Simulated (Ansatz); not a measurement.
Consider As in the A7 type structure (space group R-3m, No. 166; a = 3.761 Å, c = 10.734 Å (hexagonal axes); layered).

Method: Kohn–Sham DFT with the r2SCAN+rVV10 functional, run in Ansatz (a program for electronic structure) with PAW and 500 eV plane waves, scalar-relativistic without spin-orbit coupling.

Before the change:

Lattice parameter a: 3.761 Å

Modification: full substitution As → Sb, then cell and atoms are relaxed.

**Question.** What happens to the lattice parameter a?

**Answer.** The lattice parameter a rises by 0.567 Å, from 3.761 Å to 4.328 Å.

Whether these cells are dynamically stable was not tested.
